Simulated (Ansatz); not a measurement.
Defect migration in corundum: interstitial Na, charge state +1. These are PBE, PAW (plane waves to 420 eV; Ansatz, an electronic-structure program) values and carry that method's errors.

120-site cell at the relaxed PBE lattice, the Γ point alone, smearing 0.01 eV, spin-restricted, no finite-size correction. Energies are static. The charge state is imposed; whether it is stable for some Fermi level was not computed. Sites that were not tried may lie lower.

Barriers: single points on a 2×2×2 k-point mesh shifted by half a step along c at the bands' geometries.

The step: Na moves alone to another site; the atom moves 3.53 Å along (-0.33, 0.33, -0.17) of the unit cell; the moving atom starts with neighbours 2 Al at 2.24; 6 O at 2.05 Å and ends with 2 Al at 2.24; 6 O at 2.05 Å.

Task: Predict the migration barrier of this step from PBE, PAW.

Result: 4.36 eV, the same both ways. At the saddle the moving atom has neighbours Al at 2.13, Al at 2.18; O at 1.83, 2 O at 1.91, O at 2.12, O at 2.27 Å. The saddle point's order was not checked.
